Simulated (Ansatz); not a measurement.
# Ga2O3: pressure series

Base system: Ga₂O₃ in the corundum structure (space group R-3c, No. 167; a = 5.0579 Å, c = 13.6242 Å (hexagonal axes)).

Cell and atoms are relaxed at each pressure.

Method: Kohn–Sham DFT with the PBE functional, run in Ansatz (an electronic-structure program) with PAW and 420 eV plane waves, no SOC, earlier PAW set.

```csv
pressure (GPa),volume per atom (Å³/atom)
-1,10.113
0,10.062
3,9.916
7,9.738
15,9.426
30,8.953
50,?
75,7.996
100,7.618
```

Task: Fit the third-order Birch–Murnaghan form P(V) = (3B₀/2)[(V₀/V)^(7/3) − (V₀/V)^(5/3)]·[1 + (3/4)(B₀′ − 4)((V₀/V)^(2/3) − 1)] (squares taken in P) to the rows shown and predict the withheld row.

Result: Least squares on the printed values gives V₀ = 10.059 Å³/atom, B₀ = 203 GPa, B₀′ = 4.1; this predicts 8.465 Å³/atom, and the run gives 8.466 Å³/atom, in agreement.

Load acts through the strain it causes; cell and atoms are relaxed under it. Whether these cells are dynamically stable was not tested. Competing high-pressure phases were not computed.
